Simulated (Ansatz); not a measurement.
Take KTaO3 in the cubic perovskite structure (space group Pm-3m, No. 221; a = 4.024 Å) as the base.

Levels (all Ansatz, a program for electronic structure, PAW): PBE (420 eV, scalar-relativistic without spin-orbit coupling); r2SCAN (500 eV, no SOC).

Its gap is 2.16 eV with PBE and 2.56 eV with r2SCAN.

Perturbation: a hydrostatic pressure of 30 GPa.

With PBE the gap becomes 2.43 eV.

Q: If the r2SCAN correction stayed the same, what would the r2SCAN gap be, and what does the r2SCAN run give?

A: A rigid correction of +0.40 eV gives 2.83 eV. The r2SCAN run gives 2.87 eV, so the correction itself changes by +0.04 eV.

Single points use the geometry relaxed with PBE. Spin-orbit coupling, missing from the scalar runs, can matter with Ta. Load acts through the strain it causes; cell and atoms are relaxed under it. Whether these cells are dynamically stable was not tested. No other phases were tried under pressure.
